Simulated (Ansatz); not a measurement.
**Pressure series in ZrGeSe**

Take ZrGeSe (space group P4/nmm, No. 129) as the base.

```xyz
6
Lattice="3.6827 0.0000 0.0000 0.0000 3.6827 0.0000 0.0000 0.0000 8.2580" Properties=species:S:1:pos:R:3 pbc="T T T"
Zr     0.0000     1.8414     6.0849
Zr     1.8414     0.0000     2.1731
Ge     0.0000     0.0000     0.0000
Ge     1.8414     1.8414     0.0000
Se     1.8414     0.0000     5.1206
Se     0.0000     1.8414     3.1374
```

Cell and atoms are relaxed at each pressure.

Computed with PBEsol (Ansatz, a program for electronic structure; PAW; 420 eV plane waves; without spin-orbit coupling).

Notes on the quantities. enthalpy: H = E + PV relative to the base's energy.

```csv
case,c/a ratio,lattice parameter a,enthalpy
base,2.242,3.683 Å,–
pressure 0.3 GPa,2.242,3.680 Å,+0.03 eV/atom
pressure 0.7 GPa,2.241,3.676 Å,+0.08 eV/atom
pressure 1.5 GPa,2.241,3.668 Å,+0.17 eV/atom
pressure 3 GPa,2.240,3.655 Å,+0.35 eV/atom
pressure 5 GPa,2.238,3.637 Å,+0.57 eV/atom
```

Load acts through the strain it causes; cell and atoms are relaxed under it. Stability against distortions was not tested. No other phases were tried under pressure. All final runs are without spin polarisation.
